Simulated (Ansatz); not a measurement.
K3P (space group P6_3/mmc, No. 194)

Space group P6₃/mmc (No. 194); a = 5.6746 Å, b = 5.6746 Å, c = 10.0338 Å, α = 90.00°, β = 90.00°, γ = 120.00°

```
atom  site  symmetry       x       y       z
----  ----  --------  ------  ------  ------
K       4f       3m.  0.6667  0.3333  0.0809
K       2b      -6m2  0.0000  0.0000  0.2500
P       2c      -6m2  0.3333  0.6667  0.2500
```

Method: Ansatz (an electronic-structure program), r2SCAN, PAW, cutoff 500 eV, no SOC. k-mesh 7×7×4 (Γ-centred); smearing 0.05 eV (Fermi–Dirac).

The volume per atom comes out as 34.98 Å³, the density is 1.76 g/cm³ and the band gap is 0.61 eV, indirect, M → Γ. The electron mass is 0.15 mₑ along c, 0.20 mₑ across and the lowest conduction-band minima above the VBM comes out as Γ 0.61 eV; L (1/2, 0, 1/2) 1.94 eV. The total energy is -1347.001 eV/atom (σ→0; compares only within this code and set-up).

Masses are band curvatures over ±0.01 Å⁻¹ around the edge. Semilocal Kohn–Sham gaps tend to fall short of experiment. Stability against distortions was not tested.
